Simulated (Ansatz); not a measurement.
# PbO2 in the CdI2 type structure (space group P-3m1, No. 164; a hypothetical phase, not in the database extracts checked; layered, stacked along the Cartesian z axis)

```cif
data_O2Pb
_chemical_formula_sum 'Pb1 O2'
_space_group_name_H-M_alt 'P-3m1'
_space_group_IT_number 164
_space_group_name_Hall '-P 3 2"'
_cell_length_a 3.40469
_cell_length_b 3.40469
_cell_length_c 4.48855
_cell_angle_alpha 90.000
_cell_angle_beta 90.000
_cell_angle_gamma 120.000
loop_
_atom_site_label
_atom_site_type_symbol
_atom_site_symmetry_multiplicity
_atom_site_Wyckoff_symbol
_atom_site_fract_x
_atom_site_fract_y
_atom_site_fract_z
_atom_site_occupancy
Pb1 Pb 1 a 0.00000 0.00000 0.00000 1
O1 O 2 d 0.33333 0.66667 0.23586 1
```

The values are results of PBE-D3(BJ) (Ansatz, a first-principles code), no SOC, not measurements. Settings: 11×11×7 k-points, 0.05 eV Fermi–Dirac smearing.

| Property | Value |
|---|---|
| Volume per atom | 15.02 Å³ |
| Density | 8.81 g/cm³ |
| Band gap | 0.31 eV, indirect, H → Γ |
| Electron mass | 0.098 mₑ along c, 0.22 mₑ across |
| Lowest conduction-band minima above the VBM | Γ 0.31 eV |
| Total energy | -4346.331 eV/atom (σ→0; compares only within this code and set-up) |

Spin-orbit coupling, missing from the scalar runs, can matter with Pb. Effective masses come from finite differences of ±0.01 Å⁻¹. Stability against distortions was not tested.
